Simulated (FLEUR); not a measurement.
A self-consistent single point of ZrGeS (P4/nmm, 6 atoms in the cell) with FLEUR.

Computed with PBEsol, all-electron FLAPW (FLEUR), scalar-relativistic valence.

The change in words: lattice scaled by 0.98. Reference geometry:
```yaml
crystal:
  lattice:
    - [3.54845, 0.00000, 0.00000]
    - [0.00000, 3.54845, 0.00000]
    - [0.00000, 0.00000, 7.87235]
  atoms:
    - { symbol: Zr, position: [0.00000, 0.50000, 0.72519] }
    - { symbol: Zr, position: [0.50000, 0.00000, 0.27481] }
    - { symbol: Ge, position: [0.50000, 0.50000, 0.00000] }
    - { symbol: Ge, position: [0.00000, 0.00000, 0.00000] }
    - { symbol: S, position: [0.00000, 0.50000, 0.37856] }
    - { symbol: S, position: [0.50000, 0.00000, 0.62144] }
```

Reference input (self-consistent single point, DFT, PBEsol, all-electron FLAPW (FLEUR), scalar-relativistic valence): Kmax = 4.4 1/bohr; GmaxXC = 17.6 1/bohr; xcFunctional = PBEs; jspins = 1; l_soc = F; mode = hist; fermiSmearingEnergy = 0.00499791 Htr; mesh (inpgen div1-3) = 7 7 3; inpgen gamma flag = false; Gmax = 17.6 1/bohr; numbands = 0; maxIterBroyd = 99. This run's input differs from it in these lines:

```diff
@@ -3,5 +3,5 @@
 &input film=f /
-6.7055986669 0.0000000000 0.0000000000
-0.0000000000 6.7055986669 0.0000000000
-0.0000000000 0.0000000000 14.8765873469
+6.5714866936 0.0000000000 0.0000000000
+0.0000000000 6.5714866936 0.0000000000
+0.0000000000 0.0000000000 14.5790556378
 1.0
@@ -48,5 +48,5 @@
          <bravaisMatrix>
-            <row-1>    6.7055986669000003     0.0000000000000000     0.0000000000000000</row-1>
-            <row-2>    0.0000000000000000     6.7055986669000003     0.0000000000000000</row-2>
-            <row-3>    0.0000000000000000     0.0000000000000000    14.8765873468999992</row-3>
+            <row-1>    6.5714866935999998     0.0000000000000000     0.0000000000000000</row-1>
+            <row-2>    0.0000000000000000     6.5714866935999998     0.0000000000000000</row-2>
+            <row-3>    0.0000000000000000     0.0000000000000000    14.5790556377999998</row-3>
          </bravaisMatrix>
```

The program printed (abridged):

```
 Iteration:     1   Distance:       6.93808519 me/bohr^3
 Iteration:     2   Distance:       6.34946801 me/bohr^3
 Iteration:     3   Distance:       3.76012276 me/bohr^3
 Iteration:     4   Distance:       2.45650504 me/bohr^3
 Iteration:     5   Distance:       2.06103206 me/bohr^3
   [... 8 lines left out ...]
 Iteration:    14   Distance:       0.00036789 me/bohr^3
 Iteration:    15   Distance:       0.00011468 me/bohr^3
 Iteration:    16   Distance:       0.00007274 me/bohr^3
 Iteration:    17   Distance:       0.00000907 me/bohr^3
 Reset of history
 Run finished successfully
 Stop message:
   Structural relaxation: new displacements generated

[file out, last iteration]
             iter=     18
[...]
          total density-effective poten   -1.9602309264E+04
          total charge density-energy d   -4.3153227588E+02
 Updated energy parameters for spin:           1
[...]
 fermi energy and band-weighting factors:
    0.841059

[...]
FERMIE:
          first approx. to ef    (T=0)  :   0.491328 htr   (energy of the highest occ. eigenvalue)
          number of occ. states  (T=0)  :        641
          first approx. to seigv (T=0)  : -12.857644 htr
          sum of weights of occ. states :  32.006803
          sum of semicore charge        :   0.000000 e
FERHIS:  Fermi-Energy by histogram:
          bandgap                     :   0.005011 htr
   [... lines left out ...]
          charge neutrality (T=0)     :   0.013605    (zero if the highest occ. eigenvalue is "entirely" occupied)
     EF_NEWTON:  Adjust Fermi-Energy by Newton-Method.
 Direct bandgap for spin            1 :    1.1349722099969983E-002  Htr
 ---->    free energy=                    -12186.9141732780 htr
   [... lines left out ...]
 TOTAL FORCE FOR ATOM TYPE=  1  X= -1.643   Y=  1.643   Z= -4.006
                       FX_TOT= 0.000000 FY_TOT= 0.000000 FZ_TOT=-0.009628
 TOTAL FORCE FOR ATOM TYPE=  2  X=  1.643   Y=  1.643   Z=  0.000
                       FX_TOT= 0.000000 FY_TOT= 0.000000 FZ_TOT= 0.000000
 TOTAL FORCE FOR ATOM TYPE=  3  X= -1.643   Y=  1.643   Z=  5.519
                       FX_TOT= 0.000000 FY_TOT= 0.000000 FZ_TOT= 0.003883
```

The run converged in 17 iterations. FLEUR gives forces in its relaxation mode, with a further iteration, so its stop message speaks of a relaxation. Against the reference run the free energy goes up by 74.8 meV/atom and the largest force goes from 0.341 to 0.495 eV/Å.

The starting cell comes from a database of computed structures (which also holds hypothetical and non-ambient phases and stackings), without a prior relaxation at this level. Its lattice was rescaled by a random factor within 2.5 % of one. For this run, on top of that: lattice scaled by 0.98. Values depend on the basis (sphere radii, cutoffs, local orbitals), which need not be converged. The log's line on a gap gives a spacing of levels on this mesh, which the program prints for metals too.

Cost on one core of a shared machine: roughly 4 min.
